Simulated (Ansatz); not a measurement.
Inside the gap of an insulator the Bloch states are evanescent, with a wavenumber k + iκ along the transport direction.

Data:

```yaml
crystal:
  lattice:
    - [4.57454, 0.00000, 0.00000]
    - [-2.28727, 3.96167, 0.00000]
    - [2.28727, 1.32056, 3.73510]
  atoms:
    - { symbol: Te, position: [0.00000, 0.00000, 0.00000] }
    - { symbol: Pb, position: [0.00000, 0.50000, 0.50000] }
```

The cell was relaxed by PBE-D3(BJ); by r2SCAN it stands under a pressure of 1.4 GPa.

Transport runs along the normal of the first two printed cell vectors, the (111) plane of the conventional cell.

The gap is the functional's own, uncorrected, and κ follows it; spin-orbit coupling is left out. Mid-gap means the computed energy nearest the middle.

Task: Predict the band gap and the smallest decay constant κ at mid-gap from Ansatz (a quantum-chemistry and plane-wave program) with r2SCAN.

Result: Gap 1.02 eV on a 10×10×10 mesh; κ = 0.081 1/Å, at (0.500, 0.000) of the in-plane reciprocal vectors. At the zone centre the slowest state has κ = 0.17 1/Å.
